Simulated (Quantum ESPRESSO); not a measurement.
## Quick settings and what they miss: Sr₄SeS₃ (C2/m, 8 atoms in the cell)

Self-consistent single point.

```
Sr4SeS3
1.0
    7.22149    -2.17729     0.00000
    7.22149     2.17729     0.00000
   -1.31543     0.00000     7.43121
Sr Se S
4 1 3
Direct
  0.37428   0.37428   0.11962
  0.62572   0.62572   0.88038
  0.87159   0.87159   0.62908
  0.12841   0.12841   0.37092
  0.50000   0.50000   0.50000
  0.75102   0.75102   0.24921
  0.24898   0.24898   0.75079
  0.00000   0.00000   0.00000
```

Method: LDA (PZ), GBRV 1.5 ultrasoft (LDA) pseudopotentials (plane waves; Quantum ESPRESSO).

Base settings: ecutwfc = 40 Ry; ecutrho = 200 Ry; occupations = fixed; potentials = {Sr: sr_lda_v1.uspp.F.UPF, Se: se_lda_v1.uspp.F.UPF, S: s_lda_v1.4.uspp.F.UPF}; K_POINTS = automatic 4 4 3 0 0 0; nbnd = 38; conv_thr = 1e-11 Ry.

Tight run (finer mesh or higher cutoff; not a proven limit): ecutwfc: 40 Ry → 56 Ry; ecutrho: 200 Ry → 280 Ry; conv_thr: 1e-11 Ry → 7.3e-11 Ry; K_POINTS: automatic 4 4 3 0 0 0 → automatic 6 6 5 0 0 0. It gave top of the valence band (on the code's own zero) 5.27 eV; gap on the k-point mesh 2.24 eV; pressure -4.51 GPa; largest force (vector length) 0.019 eV/Å.

Quick runs, as changes from the base:
- A: the base itself
- B: ecutwfc: 40 Ry → 20 Ry; ecutrho: 200 Ry → 100 Ry; conv_thr: 1e-11 Ry → 7.3e-06 Ry; K_POINTS: automatic 4 4 3 0 0 0 → automatic 2 2 2 0 0 0
- C: ecutwfc: 40 Ry → 32 Ry; ecutrho: 200 Ry → 160 Ry; conv_thr: 1e-11 Ry → 7.3e-06 Ry; pseudopotentials: {Sr: sr_lda_v1.uspp.F.UPF, Se: se_lda_v1.uspp.F.UPF, S: s_lda_v1.4.uspp.F.UPF} → {Sr: sr_pbesol_v1.uspp.F.UPF, Se: se_pbesol_v1.uspp.F.UPF, S: s_pbesol_v1.4.uspp.F.UPF}; K_POINTS: automatic 4 4 3 0 0 0 → automatic 2 2 2 0 0 0 [PBEsol]
- D: ecutwfc: 40 Ry → 28 Ry; ecutrho: 200 Ry → 140 Ry; occupations: fixed → smearing; nbnd: 38 → default; K_POINTS: automatic 4 4 3 0 0 0 → automatic 4 4 4 0 0 0; smearing: default → fd; degauss: default → 0.0147 Ry

Dashes: time of B, under 30 s; energy of C, another energy zero.

Gaps are read on each run's own mesh, which may miss the band edges.

† marks runs with another functional, U, potentials or spin treatment: their distance from the tight run is not a convergence error alone.

The count of work is k-points × plane waves × bands × iterations; it is no time. Core times come from one kind of shared machine and are given to one figure; runs under 30 s give none.

The starting cell comes from a database of computed structures (which also holds hypothetical and non-ambient phases and stackings), without a prior relaxation at this level. Its lattice was rescaled by a random factor within 2.5 % of one. In the base run, with a pressure of about -5 GPa the cell is away from its equilibrium volume at this level.

```csv
run,energy less tight (meV/atom),pressure less tight (GPa),largest miss in a force vector (eV/Å),gap on the mesh less tight (eV),count of work / tight,core time / tight (rough)
A,1.4,-0.01,0.001,-0.002,0.20,0.2
B,84.4,-1.33,0.005,-0.024,0.013,–
C†,–,1.81,0.010,0.044,0.025,0.05
D,5.7,-0.05,0.001,-0.001,0.18,0.2
```

Among the runs at the tight run's level, the energy misses run from 1.4 to 84.4 meV/atom.

Left out of this page: 2 runs of the series outside the window shown, repeating another row's setting, or not comparable.
